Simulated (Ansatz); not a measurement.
Start from CaZrF₆ (space group Fm-3m, No. 225; a = 8.5108 Å; a cell from a computed database, its experimental status unchecked).

Modification: Be takes the place of Ca on all its sites, then cell and atoms are relaxed.

Levels (all Ansatz, a quantum-chemistry and plane-wave program, PAW): PBEsol (420 eV, no spin-orbit coupling); PBEsol+SOC (420 eV, with spin-orbit coupling).

The geometry is relaxed with PBEsol.

| Item | Value |
|---|---|
| PBEsol lowest conduction level above the VBM at special points | Γ 6.54 eV; X 6.55 eV; L 6.60 eV; U 6.63 eV |
| PBEsol valence-band top at Γ | 0.00, 0.00, 0.00 eV |
| PBEsol gap character | direct at Γ |

Question: What does PBEsol+SOC give at this geometry for the lowest conduction level above the VBM at special points, valence-band top at Γ and gap character?

Answer: The lowest conduction level above the VBM at special points becomes Γ 6.49 eV; X 6.53 eV; L 6.58 eV; U 6.61 eV (PBEsol: Γ 6.54 eV; X 6.55 eV; L 6.60 eV; U 6.63 eV); the valence-band top at Γ (three highest Kramers pairs, from the VBM) becomes 0.00, 0.00, -0.03 eV (PBEsol: 0.00, 0.00, 0.00 eV); the gap character stays direct at Γ. The threefold valence maximum splits by Δso ≈ 34 meV.

Single points use the geometry relaxed with PBEsol. The spin-orbit shifts are approximate. Whether these cells are dynamically stable was not tested. As relaxed here, ZrBeF6 is a hypothetical phase, not in the database extracts checked.
